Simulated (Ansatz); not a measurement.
## Worked example: self-consistent single point of Cl (Cmce, 4 atoms in the cell) in Ansatz

Computed with PBE (plane waves, PAW; Ansatz, a quantum-chemistry and plane-wave program).

The input file:

Ansatz 0.2 input:
```yaml
crystal:
  lattice:
    - [2.22857600, -3.10408800, 0.00000000]
    - [2.22857600, 3.10408800, 0.00000000]
    - [0.00000000, 0.00000000, 8.21787400]
  atoms:
    - { symbol: Cl, position: [0.87700000, 0.87700000, 0.89700000] }
    - { symbol: Cl, position: [0.62300000, 0.62300000, 0.39700000] }
    - { symbol: Cl, position: [0.37700000, 0.37700000, 0.60300000] }
    - { symbol: Cl, position: [0.12300000, 0.12300000, 0.10300000] }
basis:
  ecutwfc: 420.0
kpoints:
  mp_grid: { grid: [7, 7, 4] }
hamiltonian:
  xc: pbe
  pseudopotentials: { kind: paw }
scf:
  occupations: { method: gaussian, width: 0.05 }
output:
  forces: true
  eigenvalues: true
  stress: true
```

Output, abridged:

```
WARN ansatz: RAYON_NUM_THREADS=1 ignored (pool sized by the plan → 1); use --threads N
Pseudopotentials: kind: paw
Pseudopotential: Cl, paw, valence charge 7
Crystal: 4 atoms, lattice volume = 113.698 Å³
Basis set: ecut = 420 eV, 2235 PW (Γ), exchange–correlation on 54×54×120 points (8 copies of the dense FFT grid, shifted against one another)
Bands: 18, of which v1, the nominal top of the filled ones, is band 14 counted from 1 (13 counted from 0)
Symmetry: 8 space group operations
Space group: Cmce (ITA 64), of the structure as read, at distance tolerance 4.8e-5 Å
k-points: 48 of 196
Initial density: superposition of atomic densities (neutral atoms: chi_scale 0, normalization atom), corrected by the library's trained network
Initial wavefunctions: pseudopotential atomic-orbital guess
Eigensolver: davidson
Functional: x = pbe(κ = 0.804, μ = 0.2195149727645171), c = pbe(β = 0.06672455060314922)
SCF iter   1: F=—  HF=-4317.898942 eV  |F-HF|=—  |Δ(HF+E_count)|=         —  Δρ=1.50e-3  dr2=1.10e-3  ethr=1.77e-3  ⟨swp⟩=6.5  Hψ=4818  notcnv=0
all-band conjugate gradients solve this SCF's bands
preconditioner: auto → Resta (q_TF=auto, 2.160 Å⁻¹)
SCF iter   2: F=—  HF=-4317.899850 eV  |F-HF|=—  |Δ(HF+E_count)|=   9.08e-4  Δρ=8.64e-4  dr2=4.13e-4  ethr=3.92e-6  ⟨swp⟩=2.0  Hψ=1806  notcnv=0
SCF iter   3: F=—  HF=-4317.899823 eV  |F-HF|=—  |Δ(HF+E_count)|=   2.72e-5  Δρ=2.31e-4  dr2=6.70e-5  ethr=1.47e-6  ⟨swp⟩=2.0  Hψ=1536  notcnv=0
SCF iter   4: F=—  HF=-4317.899815 eV  |F-HF|=—  |Δ(HF+E_count)|=   8.60e-6  Δρ=9.83e-5  dr2=9.42e-6  ethr=2.39e-7  ⟨swp⟩=2.0  Hψ=1344  notcnv=0
SCF iter   5: F=—  HF=-4317.899812 eV  |F-HF|=—  |Δ(HF+E_count)|=   2.92e-6  Δρ=1.48e-5  dr2=2.46e-7  ethr=3.36e-8  ⟨swp⟩=3.0  Hψ=1804  notcnv=0
SCF iter   6: F=-4317.899812 eV  HF=-4317.899812 eV  |F-HF|=1.13e-9  |Δ(HF+E_count)|=   3.01e-7  Δρ=3.77e-6  dr2=1.44e-8  ethr=3.57e-10  ⟨swp⟩=5.3  Hψ=3977  notcnv=0
SCF 1 converged in 6 iterations: F = -4317.899812 eV  dr2 = 1.44e-8
SCF converged after 6 iterations
Free energy (F): -4317.899812 eV
Harris-Foulkes:  -4317.899812 eV  (|F-HF|=1.13e-9)
Internal energy: -4317.899812 eV  (E = F + TS)
E sigma→0 (E₀):  -4317.899812 eV
Fermi energy:    1.812642 eV
--- Per-component energies (eV) ---
  E_band       = -144.154677
  E_kinetic    = 638.795150
  E_local      = -1103.701979  (includes V_loc(G=0)·N_el)
  E_nonlocal   = 114.676404
  E_hartree    = 337.507432
  E_xc         = -424.608059
  E_vxc        = -482.759146  (∫ρ·V_xc dr)
  E_paw        = -2635.851434  (= ΣΔE_a)
  E_vpaw       = 13.821099  (= ΣTr[D̂ρ^β])
  E_aug_tail   = 0.000368  (compensation charges beyond the density's cutoff)
  E_ewald      = -1244.717693
  E_smearing   = -0.000000  (= −TS)
  E_closure    = -0.000000  (closes the sum)
  Σ components = -4317.899812   (vs F -4317.899812, Δ=0.00e0)
--- Forces (eV/Å), atoms counted from 1 ---
  atom   1  Cl     0.01999922     0.00000000    -0.06283132
  atom   2  Cl    -0.01999922    -0.00000000    -0.06283132
  atom   3  Cl     0.01999922     0.00000000     0.06283132
  atom   4  Cl    -0.01999922    -0.00000000     0.06283132
  max |Σ_I F_I| component: 2.08e-17 eV/Å
--- Stress (GPa, compression-positive) ---
        0.548705       0.000000      -0.000000
        0.000000       1.451231       0.000000
       -0.000000       0.000000       0.444072
  P = ⅓ Tr σ = 0.8147 GPa (8.147 kbar)
  The stress holds the Pulay correction. Without it, at fixed plane waves, as pw.x and ABINIT print it: P = 0.8127 GPa
--- Band table (eV; the first three rows and the last of 48) ---
  k-point 0: bands = ["-16.0293", "-15.8057", "-12.0847", "-11.4724", "-4.7819", "-3.8421", "-1.9648", "-1.9315", "-1.5406", "-1.5226", "-0.1093", "0.2883", "0.4898", "0.5880", "3.0373", "3.7016", "7.5725", "7.9737"]
  k-point 1: bands = ["-15.9992", "-15.8415", "-11.9963", "-11.5642", "-4.6615", "-4.0095", "-1.8840", "-1.8828", "-1.5380", "-1.5253", "-0.1062", "0.1867", "0.5040", "0.5734", "3.0962", "3.5608", "7.7597", "8.0756"]
  k-point 2: bands = ["-15.9232", "-15.9232", "-11.7819", "-11.7819", "-4.3561", "-4.3561", "-1.8207", "-1.8207", "-1.5317", "-1.5317", "-0.0100", "-0.0100", "0.5385", "0.5385", "3.2897", "3.2897", "8.0635", "8.0635"]
  k-point 47: bands = ["-15.7158", "-15.7158", "-11.6877", "-11.6877", "-4.3376", "-4.3376", "-2.9805", "-2.9805", "-2.1795", "-2.1795", "-0.1318", "-0.1318", "0.1347", "0.1347", "3.2084", "3.2084", "9.5127", "9.5127"]
```

The run converged in 6 iterations.

The starting cell has typed, rounded lattice constants, without a prior relaxation at this level. Its lattice was rescaled by a random factor within 2.5 % of one. Ansatz's pressure includes its estimate of the finite-basis (Pulay) stress.
